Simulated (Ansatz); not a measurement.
# hcp Sc (0 0 1) on zinc-blende AlAs (0 0 1) (film strained to the substrate, started from cuts of the bulks and a machine-learned relaxation; slabs Al15As18 and Sc20, which can lie off the formulas)

A periodic stack without vacuum, hcp Sc (0 0 1) on zinc-blende AlAs (0 0 1) (film strained to the substrate, started from cuts of the bulks and a machine-learned relaxation; slabs Al15As18 and Sc20, which can lie off the formulas): substrate slab Al15As18, film Sc20, surface cells [[0, -1], [3, 1]] and [[1, -1], [3, 2]], film strained by -0.4 and +3.5 %, outermost planes As/As and Sc/Sc as cut, which need not be the usual terminations and can put a slab off its formula.

The start was prepared with a machine-learned potential, and the result is one local minimum, with the in-plane cell held and forces under 0.04 eV/Å; the film can end far from its bulk form.

Computed with PBE (plane waves to 420 eV, PAW; Ansatz, a program for electronic structure). No spin–orbit coupling; the runs are not spin-polarised; PBE gaps are too small against experiment. Its k-point mesh 5×3×1, Fermi–Dirac width 0.05 eV.

| Item | Value |
|---|---|
| interface area | 49.2 Å² |
| period | 25.96 Å |
| heights between the nearest atoms of the two slabs at the two interfaces | 1.92 and 1.93 Å |
| As–Sc contacts across the interfaces within 1.22 times the sum of covalent radii | 19, mean 2.84 Å |
| Al–Sc contacts across the interfaces within 1.22 times the sum of covalent radii | 4, mean 3.47 Å |
| hole barrier (PBE) | 0.94 eV |
| electron barrier (PBE) | 0.56 eV |

```yaml
crystal:
  lattice:
    - [5.72860, 0.00003, -0.01384]
    - [2.86436, 8.59281, 0.03993]
    - [2.08592, 2.28774, 25.96391]
  atoms:
    - { symbol: Al, position: [0.92483, 0.95466, 0.20179] }
    - { symbol: Al, position: [0.25817, 0.28703, 0.20025] }
    - { symbol: Al, position: [0.58884, 0.61842, 0.20197] }
    - { symbol: Al, position: [0.45349, 0.98195, 0.09282] }
    - { symbol: Al, position: [0.78206, 0.31952, 0.08773] }
    - { symbol: Al, position: [0.10569, 0.65406, 0.09275] }
    - { symbol: Al, position: [0.87702, 0.88957, 0.42316] }
    - { symbol: Al, position: [0.21344, 0.22318, 0.42149] }
    - { symbol: Al, position: [0.54147, 0.55934, 0.42146] }
    - { symbol: Al, position: [0.40106, 0.92211, 0.31182] }
    - { symbol: Al, position: [0.73505, 0.25529, 0.31163] }
    - { symbol: Al, position: [0.06613, 0.58872, 0.31160] }
    - { symbol: Al, position: [0.35132, 0.85963, 0.53571] }
    - { symbol: Al, position: [0.69395, 0.19541, 0.53032] }
    - { symbol: Al, position: [0.01897, 0.52329, 0.53084] }
    - { symbol: As, position: [0.60901, 0.13758, 0.14557] }
    - { symbol: As, position: [0.92967, 0.46845, 0.14581] }
    - { symbol: As, position: [0.26905, 0.80197, 0.14711] }
    - { symbol: As, position: [0.15092, 0.16469, 0.03501] }
    - { symbol: As, position: [0.42799, 0.49992, 0.03490] }
    - { symbol: As, position: [0.79132, 0.83291, 0.03468] }
    - { symbol: As, position: [0.55923, 0.07184, 0.36689] }
    - { symbol: As, position: [0.88868, 0.40666, 0.36701] }
    - { symbol: As, position: [0.21929, 0.74070, 0.36668] }
    - { symbol: As, position: [0.08150, 0.10544, 0.25647] }
    - { symbol: As, position: [0.41063, 0.43640, 0.25670] }
    - { symbol: As, position: [0.74510, 0.77117, 0.25633] }
    - { symbol: As, position: [0.53125, 0.01440, 0.58845] }
    - { symbol: As, position: [0.85599, 0.33647, 0.58851] }
    - { symbol: As, position: [0.14214, 0.67967, 0.58857] }
    - { symbol: As, position: [0.04010, 0.03986, 0.47725] }
    - { symbol: As, position: [0.36727, 0.37559, 0.47619] }
    - { symbol: As, position: [0.69145, 0.70870, 0.47816] }
    - { symbol: Sc, position: [0.59838, 0.22525, 0.66271] }
    - { symbol: Sc, position: [0.02597, 0.44780, 0.66310] }
    - { symbol: Sc, position: [0.44477, 0.61569, 0.66570] }
    - { symbol: Sc, position: [0.81814, 0.82977, 0.66403] }
    - { symbol: Sc, position: [0.18205, 0.05066, 0.66251] }
    - { symbol: Sc, position: [0.93063, 0.20938, 0.76347] }
    - { symbol: Sc, position: [0.33961, 0.40315, 0.76192] }
    - { symbol: Sc, position: [0.74985, 0.60404, 0.76342] }
    - { symbol: Sc, position: [0.14453, 0.80648, 0.76051] }
    - { symbol: Sc, position: [0.53362, 0.00464, 0.76392] }
    - { symbol: Sc, position: [0.57281, 0.17766, 0.86098] }
    - { symbol: Sc, position: [0.97846, 0.37499, 0.86279] }
    - { symbol: Sc, position: [0.38425, 0.57902, 0.85850] }
    - { symbol: Sc, position: [0.78367, 0.78231, 0.86041] }
    - { symbol: Sc, position: [0.17906, 0.97512, 0.86142] }
    - { symbol: Sc, position: [0.89352, 0.12942, 0.95940] }
    - { symbol: Sc, position: [0.30980, 0.34982, 0.95971] }
    - { symbol: Sc, position: [0.72437, 0.56449, 0.95948] }
    - { symbol: Sc, position: [0.13165, 0.74018, 0.96035] }
    - { symbol: Sc, position: [0.47836, 0.96445, 0.96003] }
```
